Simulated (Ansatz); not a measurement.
**Lu in the hcp (Mg type) structure (space group P6_3/mmc, No. 194)**

```cif
data_Lu2
_chemical_formula_sum 'Lu2'
_space_group_name_H-M_alt 'P 1'
_space_group_IT_number 1
_cell_length_a 3.44496
_cell_length_b 3.44496
_cell_length_c 5.34875
_cell_angle_alpha 90.000
_cell_angle_beta 90.000
_cell_angle_gamma 120.000
loop_
_space_group_symop_operation_xyz
  'x, y, z'
loop_
_atom_site_label
_atom_site_type_symbol
_atom_site_fract_x
_atom_site_fract_y
_atom_site_fract_z
_atom_site_occupancy
Lu1 Lu 0.33333 0.66667 0.75000 1
Lu2 Lu 0.66667 0.33333 0.25000 1
```

The values are results of Ansatz (a quantum-chemistry and plane-wave program), PBEsol, PAW, cutoff 420 eV, scalar-relativistic without spin-orbit coupling, earlier PAW set, not measurements. k-mesh 16×16×9 (Γ-centred); smearing 0.05 eV (Fermi–Dirac).

```yaml
volume_per_atom: 27.49 Å³
density: 10.57 g/cm³
band_gap: zero
total_energy: -14612.103 eV/atom (σ→0; compares only within this code and set-up)
```

No phonon test of stability was made.
